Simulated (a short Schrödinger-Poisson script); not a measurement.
System: symmetric double-gate stack, Al2O3 on p-type Ge(100), at 300 K.

| layer | material | thickness (nm) | Na (cm⁻³) |
|---|---|---|---|
| 1 | Al2O3 | 6.8 | - |
| 2 | Ge | 14 | 3e15 |
| 3 | Al2O3 | 6.8 | - |

Constants are typed, rounded textbook-type inputs, not results; the design itself was drawn at random and stands for no fabricated device. Al2O3: permittivity 9, conduction-band edge (eV) 2.65, gap (eV) 6.8, electron mass (mₑ) 0.3. Ge: permittivity 16, conduction-band edge (eV) 0, gap (eV) 0.664, Nv at 300 K (cm⁻³) 6e18.

Channel valleys (confinement mass, in-plane density-of-states mass, number): L4 0.12, 0.295, 4. At the gates, both at one voltage, the conduction-band edge of layer 1 lies 2.69 eV − eVg above the Fermi level of the channel. Gaps are held at their typed values at every temperature. Mesh 0.03 nm at interfaces.

From a short Schrödinger-Poisson script (our own, NumPy): 1D Poisson equation in equilibrium, electrons classical, Boltzmann, parabolic valleys, classical holes, full ionisation, no traps, pinning or gate leakage.

The same stack at other levels of the model or other numerical settings:

```
run                                          sheet density of all electrons at Vg = 1.5 V (cm⁻²)  sheet density of all electrons at Vg = 0.3 V (cm⁻²)  capacitance of both gates at Vg = 1.5 V (μF/cm²)  gate voltage at 1e11 electrons/cm² (V)  rough cost against the base
-------------------------------------------  ---------------------------------------------------  ---------------------------------------------------  ------------------------------------------------  --------------------------------------  ---------------------------
base                                                                                     2.02e13                                              3.83e12                                              2.26                                   -0.07                      about 1
electrons treated as classical, Fermi-Dirac                                           (withheld)                                              3.78e12                                              2.15                                   -0.07                            4
electrons treated as quantum, Hartree                                                 (withheld)                                           (withheld)                                              2.04                                   -0.06                           40
mesh six times as coarse                                                                 2.00e13                                              3.81e12                                              2.24                                   -0.07                      about 1
```

Complete the blanks.


- electrons treated as quantum, Hartree, sheet density of all electrons at Vg = 1.5 V (cm⁻²): 1.78e13
- electrons treated as quantum, Hartree, sheet density of all electrons at Vg = 0.3 V (cm⁻²): 3.30e12
- electrons treated as classical, Fermi-Dirac, sheet density of all electrons at Vg = 1.5 V (cm⁻²): 1.95e13

The classical rows ignore confinement, and Boltzmann statistics overrate the density once the band edge passes the Fermi level.

Only the L valleys are kept; under strong confinement the Δ valleys of Ge fill too.
